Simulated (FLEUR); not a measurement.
## Equation of state of hcp Mg (space group 194): energy against volume (FLEUR, PBE)

```yaml
crystal:
  lattice:
    - [3.15292, 0.00000, 0.00000]
    - [-1.57646, 2.73051, 0.00000]
    - [0.00000, 0.00000, 5.11736]
  atoms:
    - { symbol: Mg, position: [0.66667, 0.33333, 0.75000] }
    - { symbol: Mg, position: [0.33333, 0.66667, 0.25000] }
```

Level of theory: PBE, all-electron FLAPW (FLEUR), scalar-relativistic valence run with FLEUR. Settings: Kmax = 4.33 1/bohr; GmaxXC = 17.3 1/bohr; xcFunctional = pbe; jspins = 1; l_soc = F; mode = hist; fermiSmearingEnergy = 0.00183747 Htr; mesh (inpgen div1-3) = 21 21 11; inpgen gamma flag = false; Gmax = 17.3 1/bohr; numbands = 0; maxIterBroyd = 99; imix = Anderson; alpha = 0.05; precondParam = 0; minDistance = 1e-05 me/bohr^3. The cell above is the first row's. The rows scale it uniformly. In all rows fractional positions and the k mesh are held. E is the free energy at the stated smearing, counted from the lowest row.

```
V (Å^3/atom)  E (meV/atom)
------------  ------------
22.028                4.39
22.507                0.95
22.986                0.00
23.465                1.28
23.943                4.57
24.422                9.67
24.901               16.39
25.380               24.58
25.859                   ?
```

Taking the third-order Birch-Murnaghan form, a cubic in V^(-2/3) for E over the 8 complete rows: With u = V^(-2/3) - 0.121, the rows have u = 0.006257, 0.004445, 0.002697, 0.001007, -0.000622, -0.002201, -0.003729, -0.005210. Least squares gives E = 3.078 - 2163.0·u + 377995·u² + 194733·u³. Residuals (row less fit): 0.000, 0.001, 0.002, -0.003, 0.000, 0.002, 0.000, 0.000; standard error 0.002 (degrees of freedom: 4). Its minimum lies at u = 0.002855, so V0 = (0.123855)^(-3/2) = 22.94. There d²E/du² = 759300 and d³E/du³ = 1168000, so B0 = (4/9) × 22.94^(-7/3) × 759300 × 0.160218 = 36.2 GPa (the last factor turns the table's units into GPa), and B0' = 4 + (2/3) × 0.123855 × (1168000)/759300 = 4.1.

**Question.** Estimate the missing E (V = 25.859); what did the run itself give?

**Answer.** u = -0.006644, so E = 3.078 - 2163.0 × (-0.006644) + 377995 × (-0.006644)² + 194733 × (-0.006644)³ = 34.078 meV/atom. The calculation gives 34.08 meV/atom, which the fit meets to the printed digits. The row lies outside the fitted rows, so this is an extrapolation. From the scatter of the fitted rows alone, a prediction at this place has a standard error of 0.006 meV/atom, so the miss is 0.3 times that.

Carrying the step between the two nearest rows on in a straight line would have given 32.77, off by 1.31; series whose last step already gives the withheld value aren't shown. The scan was laid around a cell of about the measured size, scaled by a guess for this functional; axis ratios and inner coordinates come from that cell. The runs keep the symmetry of the cell, so they don't test it for distortions. Values depend on the basis (sphere radii, cutoffs, local orbitals), which need not be converged. The shape of the cell and the inner coordinates aren't relaxed, so V0 and B0 belong to this uniform scaling; a relaxed crystal lies no higher in energy and is usually softer. Cutoffs and mesh are single choices, not tested for convergence of this quantity. Series with a scatter that would blur these digits, or in which a gap closes, are not shown. Nor are scans whose minimum lies at an end fitted in this form.
